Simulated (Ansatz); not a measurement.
For GeS (model structure, started from the litharge type, P4/nmm, No. 129, 4 atoms in the cell), LDA (PAW; Ansatz, a quantum-chemistry and plane-wave program) gives:

```
Item                                  Result
------------------------------  ------------
equilibrium lattice constant a       4.525 Å
lattice parameter c                  3.880 Å
cohesive energy                 4.34 eV/atom
```

Question: What does PBE-D3(BJ) (Ansatz, plane waves, PAW) give for the same quantities?

Answer: 
- lattice constant a: 4.625 Å (increases by 2.2 %)
- lattice parameter c: 3.976 Å (goes up by 2.5 %)
- cohesive energy: 3.77 eV/atom (falls by 0.57 eV/atom)

Changes are worked out from the printed values.

Unless a cell is named, each level is at its own relaxed cell (LDA 19.87, PBE-D3(BJ) 21.27 Å³/atom).

Caveats: a distance lies near a switch of the dispersion term, which can move the cell (PBE-D3(BJ)). Ansatz's density-functional and Hartree–Fock values are scalar-relativistic unless marked +SOC, with PAW data made under PBE.

A model structure was made by putting elements into a prototype or built by hand; it is no filed structure, need not be a known phase, and can be a saddle point held by its symmetry.
